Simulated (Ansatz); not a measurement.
C on the 1x1 (111) surface of fcc Cu, one in a 1x1 cell, energies for each (5.7 Å²). Energies are against an atom of graphite, without zero-point or thermal terms; each row is named by its start.

The numbers are results of PBE (plane waves to 420 eV, PAW; Ansatz, a quantum-chemistry and plane-wave program), not measurements.

Slab: 5 atoms, 6.2 Å thick at the start under the adsorbate (thin: gaps and levels are the slab's own); k 12x12x1, smearing 0.1 eV, dipole-corrected; 2 atoms held, the rest relaxed; each run with such symmetry as its start has; spin-polarised, no spin-orbit, no U, no dispersion correction.

A negative adsorption energy means that the adsorbate is more stable on the surface than in its reference. Starts that drift may end in the same place. Heights count from the host atoms within 0.3 Å of the top one.

```json
[
 {"starting site": "top Cu", "E_ads (eV)": "4.57", "height (Å)": "1.88", "nearest host atom (Å)": "Cu 1.88", "bonded to": "Cu", "Δ work function (eV)": "1.83", "lateral drift (Å)": "0.0", "moment (μB)": "0.0"},
 {"starting site": "hollow Cu-Cu-Cu over Cu at depth 2.1 Å", "E_ads (eV)": "4.16", "height (Å)": "1.39", "nearest host atom (Å)": "Cu 2.03", "bonded to": "3 Cu", "Δ work function (eV)": "2.23", "lateral drift (Å)": "0.0", "moment (μB)": "0.0"},
 {"starting site": "hollow Cu-Cu-Cu over Cu at depth 4.1 Å", "E_ads (eV)": "4.14", "height (Å)": "1.38", "nearest host atom (Å)": "Cu 2.02", "bonded to": "3 Cu", "Δ work function (eV)": "2.20", "lateral drift (Å)": "0.0", "moment (μB)": "0.0"},
 {"starting site": "bridge Cu-Cu (span 2.6 Å)", "E_ads (eV)": "4.14", "height (Å)": "1.38", "nearest host atom (Å)": "Cu 2.02", "bonded to": "3 Cu", "Δ work function (eV)": "2.20", "lateral drift (Å)": "0.7", "moment (μB)": "0.0"}
]
```
